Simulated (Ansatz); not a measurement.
# A computed series for MgO: response to strain

The reference is MgO in the rock salt structure (space group Fm-3m, No. 225; a = 4.214 Å). Axes: x, y, z lie along the cube axes.

Strains are applied to the cell and any free atomic positions relax; under biaxial strain the out-of-plane vector relaxes too.

The values are results of DFT with PBEsol, PAW potentials and a 420 eV plane-wave cutoff in Ansatz (a first-principles code), scalar-relativistic without spin-orbit coupling, not measurements.

Notes on the quantities. pressure: mean of the normal stresses, compression positive; energy relative to the base: free energy F.

| case | pressure | volume per atom | energy relative to the base |
|---|---|---|---|
| base | 0.01 GPa | 9.35 Å³ | 0 meV/atom |
| biaxial strain −2.50 %, plane normal [111], relaxed out of plane | ___ | ___ | ___ |
| biaxial strain −1.67 %, plane normal [111], relaxed out of plane | 4.66 GPa | 9.10 Å³ | +6.6 meV/atom |
| biaxial strain −1.25 %, plane normal [111], relaxed out of plane | 3.42 GPa | 9.16 Å³ | +3.7 meV/atom |
| biaxial strain −0.83 %, plane normal [111], relaxed out of plane | 2.24 GPa | 9.23 Å³ | +1.6 meV/atom |
| biaxial strain −0.42 %, plane normal [111], relaxed out of plane | 1.11 GPa | 9.29 Å³ | +0.4 meV/atom |
| biaxial strain +0.83 %, plane normal [111], relaxed out of plane | -2.08 GPa | 9.48 Å³ | +1.6 meV/atom |
| biaxial strain +1.25 %, plane normal [111], relaxed out of plane | -3.08 GPa | 9.55 Å³ | +3.5 meV/atom |
| biaxial strain +1.67 %, plane normal [111], relaxed out of plane | -4.04 GPa | 9.61 Å³ | +6.1 meV/atom |
| biaxial strain +2.08 %, plane normal [111], relaxed out of plane | -4.95 GPa | 9.68 Å³ | +9.4 meV/atom |

Q: Complete the table.

A: 
- biaxial strain −2.50 %, plane normal [111], relaxed out of plane, pressure: 7.22 GPa
- biaxial strain −2.50 %, plane normal [111], relaxed out of plane, volume per atom: 8.97 Å³
- biaxial strain −2.50 %, plane normal [111], relaxed out of plane, energy relative to the base: +15 meV/atom

Whether these cells are dynamically stable was not tested.
